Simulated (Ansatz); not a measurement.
**A computed series for KF: response to strain**

Start from KF in the rock salt structure (space group Fm-3m, No. 225).

```
CELL_PARAMETERS angstrom
      0.00000     2.65339     2.65339
      2.65339     0.00000     2.65339
      2.65339     2.65339     0.00000
ATOMIC_POSITIONS crystal
  K  0.00000 0.00000 0.00000
  F  0.50000 0.50000 0.50000
```

Cartesian axes are those of the cell as printed.

Strains are applied to the cell and any free atomic positions relax.

Level of theory: PBEsol in Ansatz (plane waves to 420 eV, PAW, no spin-orbit coupling).

Candidates:
(a) uniaxial strain ε_zz = +3.00 %
(b) uniaxial strain ε_zz = +1.00 %
(c) uniaxial strain ε_zz = +2.50 %

Notes on the quantities. energy relative to the base: free energy F.

**Question.** Order them by energy relative to the base, highest first.

**Answer.** (a) uniaxial strain ε_zz = +3.00 % (+3.2 meV/atom), (c) uniaxial strain ε_zz = +2.50 % (+2.3 meV/atom), (b) uniaxial strain ε_zz = +1.00 % (+0.4 meV/atom)

Whether these cells are dynamically stable was not tested.

Ansatz is an electronic-structure program.
